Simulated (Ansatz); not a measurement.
Relaxation of the outer planes of the (110) surface of bcc Na in its 1x1 cell, outermost plane spacing 2.97 Å in the ideal cut.

All values below come from PBE (plane waves to 420 eV, PAW; Ansatz, an electronic-structure program).

Slab: 5 atoms, 11.9 Å thick at the start; k 11x11x1, smearing 0.1 eV, dipole-corrected; all atoms relaxed; held to the start's symmetry, so lower structures may exist; no spin, no spin-orbit, no U.

```json
[
 {"plane": "1", "atoms": "Na", "bulk spacing to the next (Å)": "2.970", "relaxed spacing (Å)": "(withheld)", "change (%)": "(withheld)", "rumpling (Å)": "0.00"}
]
```

Question: What belongs in the gaps?

Answer: 
- 1, relaxed spacing (Å): 2.908
- 1, change (%): -2.1
